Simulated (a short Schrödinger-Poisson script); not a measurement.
From a short Schrödinger-Poisson script (our own, NumPy): 1D Poisson equation in equilibrium, electrons quantum, Hartree (BenDaniel-Duke, 12 states a valley, the channel's in-plane mass for all, wave functions ending at the dielectric), parabolic valleys, classical holes, full ionisation, no traps, pinning or gate leakage.

System: symmetric double-gate stack, SiO2 on p-type Ge(111), at 77 K.

From the gate side: 2.4 nm SiO2; 5 nm Ge, acceptors 1e15 cm⁻³; 2.4 nm SiO2.

Constants are typed, rounded textbook-type inputs, not results; the design itself was drawn at random and stands for no fabricated device. SiO2: permittivity 3.9, conduction-band edge (eV) 3.1, gap (eV) 9, electron mass (mₑ) 0.5. Ge: permittivity 16, conduction-band edge (eV) 0, gap (eV) 0.664, Nv at 300 K (cm⁻³) 6e18.

Channel valleys (confinement mass, in-plane density-of-states mass, number): L1 1.59, 0.08, 1; L3 0.09, 0.34, 3. At the gates, both at one voltage, the conduction-band edge of layer 1 lies 3.37 eV − eVg above the Fermi level of the channel. Gaps are held at their typed values at every temperature. Mesh 0.03 nm at interfaces.

**Question.** Give the lowest subband against the Fermi level at Vg = 1.7 V (meV); the capacitance of both gates at Vg = 1.7 V (μF/cm²); the sheet density of all electrons at Vg = 0.5 V (cm⁻²).

**Answer.** lowest subband against the Fermi level at Vg = 1.7 V (meV): -174; capacitance of both gates at Vg = 1.7 V (μF/cm²): 2.49; sheet density of all electrons at Vg = 0.5 V (cm⁻²): 2.67e12. Only the L valleys are kept; under strong confinement the Δ valleys of Ge fill too.
